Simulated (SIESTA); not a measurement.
SIESTA run on NbIr (P4/mmm, 2 atoms in the cell): self-consistent single point.

Level of theory: LDA PW92, numerical atomic orbitals DZP, PseudoDojo LDA standard norm-conserving potentials (rewritten from UPF to PSML) in SIESTA 5.4.2.

The change in words: lattice scaled by 0.98. Reference geometry:
```yaml
crystal:
  lattice:
    - [2.87823, 0.00000, 0.00000]
    - [0.00000, 2.87823, 0.00000]
    - [0.00000, 0.00000, 3.87415]
  atoms:
    - { symbol: Nb, position: [0.50000, 0.50000, 0.50000] }
    - { symbol: Ir, position: [0.00000, 0.00000, 0.00000] }
```

Reference input (self-consistent single point, DFT, LDA PW92, numerical atomic orbitals DZP, PseudoDojo LDA standard norm-conserving potentials (rewritten from UPF to PSML)): XC.functional = LDA; XC.authors = PW92; potentials = PseudoDojo LDA standard; PAO.BasisSize = DZP; PAO.EnergyShift = 0.005 Ry; MeshCutoff = 350 Ry; kgrid.MonkhorstPack = 9 9 7; OccupationFunction = FD; ElectronicTemperature = 0.1 eV; MaxSCFIterations = 150; SCF.Mixer.Method = Pulay; SCF.Mixer.Weight = 0.2. This run's input differs from it in these lines:

```diff
@@ -12,5 +12,5 @@
 %block LatticeVectors
-     2.878230000    0.000000000    0.000000000
-     0.000000000    2.878230000    0.000000000
-     0.000000000    0.000000000    3.874150000
+     2.820665000    0.000000000    0.000000000
+     0.000000000    2.820665000    0.000000000
+     0.000000000    0.000000000    3.796667000
 %endblock LatticeVectors
```

Output, abridged:

```
        iscf     Eharris(eV)        E_KS(eV)     FreeEng(eV)     dDmax    Ef(eV) dHmax(eV)
   scf:    1    -4798.016353    -4816.946461    -4816.988114  1.231742 -2.754749 16.792478
   scf:    2    -4821.132278    -4823.438396    -4823.487344  0.644551 -3.197968  6.017523
   scf:    3    -4824.705141    -4824.283441    -4824.337709  0.205697 -3.451274  2.771767
   scf:    4    -4824.786062    -4824.638573    -4824.694311  0.293043 -4.011860  0.638594
   scf:    5    -4824.671715    -4824.662973    -4824.718270  0.019509 -3.990192  0.113968
   [... 3 lines left out ...]
   scf:    9    -4824.663880    -4824.663884    -4824.719231  0.000462 -3.992000  0.008786
   scf:   10    -4824.663888    -4824.663887    -4824.719235  0.000312 -3.992211  0.001912
   scf:   11    -4824.663882    -4824.663885    -4824.719236  0.000076 -3.992282  0.000076
   scf:   12    -4824.663884    -4824.663884    -4824.719236  0.000009 -3.992299  0.000185
SCF Convergence by DM+H criterion
max |DM_out - DM_in|         :     0.0000086028
max |H_out - H_in|      (eV) :     0.0001854591
SCF cycle converged after 12 iterations

Using DM_out to compute the final energy and forces

siesta: E_KS(eV) =            -4824.6639

siesta: E_KS - E_eggbox =     -4824.6639

siesta: Atomic forces (eV/Ang):
     1   -0.000000   -0.000000   -0.000000
     2   -0.000000   -0.000000    0.000000
   Tot   -0.000000   -0.000000   -0.000000
   Max    0.000000
   Res    0.000000    sqrt( Sum f_i^2 / 3N )
   Max    0.000000    constrained

Stress tensor Voigt[x,y,z,yz,xz,xy] (kbar):      -26.07      -26.07      -66.02       -0.00        0.00       -0.00
(Free)E + p*V (eV/cell)    -4823.9767
Target enthalpy (eV/cell)    -4824.7192

siesta: Program's energy decomposition (eV):
siesta: FreeEng =     -4824.719236

   [... lines left out ...]
siesta:    -0.016270   -0.000000    0.000000
siesta:    -0.000000   -0.016270   -0.000000
siesta:     0.000000   -0.000000   -0.041205

siesta: Cell volume =         30.206856 Ang**3

siesta: Pressure (static):
siesta:                Solid            Molecule  Units
siesta:           0.00026773          0.00026773  Ry/Bohr**3
siesta:           0.02458163          0.02458163  eV/Ang**3
siesta:          39.38410707         39.38410707  kBar
```

The run converged in 12 iterations. Against the reference run the free energy falls by 30.6 meV/atom and the pressure goes from -13.31 to 3.94 GPa.

The starting cell comes from a database of computed structures (which also holds hypothetical and non-ambient phases and stackings), without a prior relaxation at this level. For this run, on top of that: lattice scaled by 0.98. Spin polarisation is off. Values carry the incompleteness of an atom-centred basis. With a pressure of about 4 GPa the cell is away from its equilibrium volume at this level.
